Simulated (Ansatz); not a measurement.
Electronic density of states of amorphous In₉Ga₉Zn₉O₃₇Ca, density 5.81 g/cm³, on a 2×2×2 Γ-centred mesh with a Gaussian width of 0.1 eV; energies count from the Fermi level, whose place inside the gap is arbitrary. Cell and mesh are small, so fine structure isn't converged. Level of theory: PBE, scalar-relativistic without spin-orbit coupling (plane waves to 420 eV, PAW; Ansatz, a quantum-chemistry and plane-wave program). Sampling: a 2×2×2 Γ-centred mesh; Fermi-Dirac width 0.02 eV; no spin polarisation. At PBE the levels at the filled edge of the gap are localised (band-tail or defect states), and the nearest spread-out levels lie 1.2 eV apart at the zone centre.

It comes from a melt-quench run on a machine-learned potential (CHGNet), relaxed afterwards by DFT. O atoms were pushed apart under 1.9 Å during the dynamics, to hinder bonds among them. The hot cell started wider than the set density and was brought back towards it in steps. It is the lowest in DFT energy of 2 quenches. It is a model cell: composition and starting density were chosen by hand, and all elements were melted together. No dispersion term was used. Its density started from a set value of 5.81 and ended at 5.81 g/cm³. The quench (nominally 320 K/ps over its main leg) was far faster than any real one, so the model tends to hold more defects than a real film. A cell of this size samples the disorder only roughly. The volume was held where the preparation left it and the shape relaxed, at a PBE pressure of 5.7 GPa. Stress components on the final sampling reach 5.7 GPa.

(E - EF (eV), states/(eV atom)): (-12.00, 0.00); (-11.90, 0.00); (-11.80, 0.00); (-11.70, 0.00); (-11.60, 0.00); (-11.50, 0.00); (-11.40, 0.00); (-11.30, 0.00); (-11.20, 0.00); (-11.10, 0.00); (-11.00, 0.00); (-10.90, 0.00); (-10.80, 0.00); (-10.70, 0.00); (-10.60, 0.00); (-10.50, 0.00); (-10.40, 0.00); (-10.30, 0.00); (-10.20, 0.00); (-10.10, 0.00); (-10.00, 0.00); (-9.90, 0.00); (-9.80, 0.00); (-9.70, 0.00); (-9.60, 0.00); (-9.50, 0.00); (-9.40, 0.00); (-9.30, 0.00); (-9.20, 0.00); (-9.10, 0.00); (-9.00, 0.00); (-8.90, 0.00); (-8.80, 0.00); (-8.70, 0.00); (-8.60, 0.00); (-8.50, 0.00); (-8.40, 0.00); (-8.30, 0.00); (-8.20, 0.00); (-8.10, 0.00); (-8.00, 0.00); (-7.90, 0.00); (-7.80, 0.00); (-7.70, 0.00); (-7.60, 0.00); (-7.50, 0.00); (-7.40, 0.07); (-7.30, 0.28); (-7.20, 0.37); (-7.10, 0.29); (-7.00, 0.25); (-6.90, 0.27); (-6.80, 0.35); (-6.70, 0.37); (-6.60, 0.35); (-6.50, 0.39); (-6.40, 0.47); (-6.30, 0.56); (-6.20, 0.65); (-6.10, 0.73); (-6.00, 0.76); (-5.90, 0.84); (-5.80, 1.01); (-5.70, 1.14); (-5.60, 1.24); (-5.50, 1.28); (-5.40, 1.31); (-5.30, 1.32); (-5.20, 1.22); (-5.10, 1.16); (-5.00, 1.10); (-4.90, 0.89); (-4.80, 0.69); (-4.70, 0.64); (-4.60, 0.62); (-4.50, 0.59); (-4.40, 0.63); (-4.30, 0.60); (-4.20, 0.59); (-4.10, 0.55); (-4.00, 0.54); (-3.90, 0.61); (-3.80, 0.67); (-3.70, 0.67); (-3.60, 0.62); (-3.50, 0.63); (-3.40, 0.67); (-3.30, 0.69); (-3.20, 0.72); (-3.10, 0.68); (-3.00, 0.65); (-2.90, 0.71); (-2.80, 0.70); (-2.70, 0.64); (-2.60, 0.71); (-2.50, 0.81); (-2.40, 0.84); (-2.30, 0.81); (-2.20, 0.76); (-2.10, 0.78); (-2.00, 0.82); (-1.90, 0.85); (-1.80, 0.89); (-1.70, 0.88); (-1.60, 0.87); (-1.50, 0.87); (-1.40, 0.89); (-1.30, 0.83); (-1.20, 0.68); (-1.10, 0.65); (-1.00, 0.60); (-0.90, 0.49); (-0.80, 0.39); (-0.70, 0.34); (-0.60, 0.15); (-0.50, 0.11); (-0.40, 0.13); (-0.30, 0.05); (-0.20, 0.00); (-0.10, 0.00); (0.00, 0.00); (0.10, 0.00); (0.20, 0.00); (0.30, 0.01); (0.40, 0.02); (0.50, 0.00); (0.60, 0.00); (0.70, 0.00); (0.80, 0.00); (0.90, 0.00); (1.00, 0.00); (1.10, 0.00); (1.20, 0.00); (1.30, 0.03); (1.40, 0.05); (1.50, 0.03); (1.60, 0.02); (1.70, 0.04); (1.80, 0.09); (1.90, 0.07); (2.00, 0.02); (2.10, 0.03); (2.20, 0.05); (2.30, 0.06); (2.40, 0.06); (2.50, 0.07); (2.60, 0.07); (2.70, 0.05); (2.80, 0.06); (2.90, 0.07); (3.00, 0.10); (3.10, 0.10); (3.20, 0.06); (3.30, 0.08); (3.40, 0.12); (3.50, 0.17); (3.60, 0.20); (3.70, 0.16); (3.80, 0.15); (3.90, 0.22); (4.00, 0.25); (4.10, 0.21); (4.20, 0.19); (4.30, 0.19); (4.40, 0.23); (4.50, 0.27); (4.60, 0.27); (4.70, 0.26); (4.80, 0.33); (4.90, 0.31); (5.00, 0.30); (5.10, 0.36); (5.20, 0.36); (5.30, 0.31); (5.40, 0.35); (5.50, 0.33); (5.60, 0.33); (5.70, 0.40); (5.80, 0.42); (5.90, 0.41); (6.00, 0.36); (6.10, 0.35); (6.20, 0.35); (6.30, 0.35); (6.40, 0.36); (6.50, 0.34); (6.60, 0.35); (6.70, 0.31); (6.80, 0.29); (6.90, 0.30); (7.00, 0.29); (7.10, 0.31); (7.20, 0.35); (7.30, 0.39); (7.40, 0.35)

The level gap on this mesh is 0.74 eV; the broadening fills part of it in the curve.
